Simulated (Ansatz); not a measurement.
**Al, pressure series**

Consider Al in the fcc (Cu type) structure (space group Fm-3m, No. 225; a = 3.992 Å).

Cell and atoms are relaxed at each pressure.

Calculations: r2SCAN (Ansatz, a first-principles code), scalar-relativistic without spin-orbit coupling.

| pressure (GPa) | volume per atom (Å³/atom) |
|---|---|
| -2 | 16.270 |
| -1 | 16.081 |
| 0 | 15.904 |
| 0.9 | 15.755 |
| 2.1 | ? |
| 4.5 | 15.226 |
| 9 | 14.670 |
| 22.5 | 13.445 |
| 30 | 12.935 |

Q: Fit the third-order Birch–Murnaghan form P(V) = (3B₀/2)[(V₀/V)^(7/3) − (V₀/V)^(5/3)]·[1 + (3/4)(B₀′ − 4)((V₀/V)^(2/3) − 1)] (squares taken in P) to the rows shown and predict the withheld row.

A: Least squares on the printed values gives V₀ = 15.906 Å³/atom, B₀ = 93.9 GPa, B₀′ = 4.2; this predicts 15.570 Å³/atom, and the run gives 15.567 Å³/atom, 0.003 lower.

Measured bulk modulus of Al: 80.8 GPa (static lattice; corrected from measurement; as listed in H. Levämäki et al., Physical Review B (2014)); the computed value is 16 % above it.

Load acts through the strain it causes; cell and atoms are relaxed under it. No phonon test of stability was made. Competing high-pressure phases were not computed.
